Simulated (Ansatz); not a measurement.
A constructed model of the (111) surface of fcc Au, a pseudomorphic layer of Ta in the other hollow (bottom of the slab: a bare face, its two planes held)

All values below come from PBE (plane waves to 420 eV, PAW; Ansatz, a first-principles code).

Set-up: 7 atoms, 14.7 Å thick at the start; mesh 15x15x1; 0.1 eV smearing; dipole correction on; 2 atoms held, the rest relaxed; start symmetry kept, larger cells not searched; no spin, no spin-orbit, no U. In PBE it lies 0.02 eV a 1x1 cell over the lowest computed structure of the same composition (a pseudomorphic layer of Ta in the host's stacking).

The work function of the top face is 5.14 eV and the energy released by relaxation is 0.29 eV. The cost is very roughly 3 core-minutes.
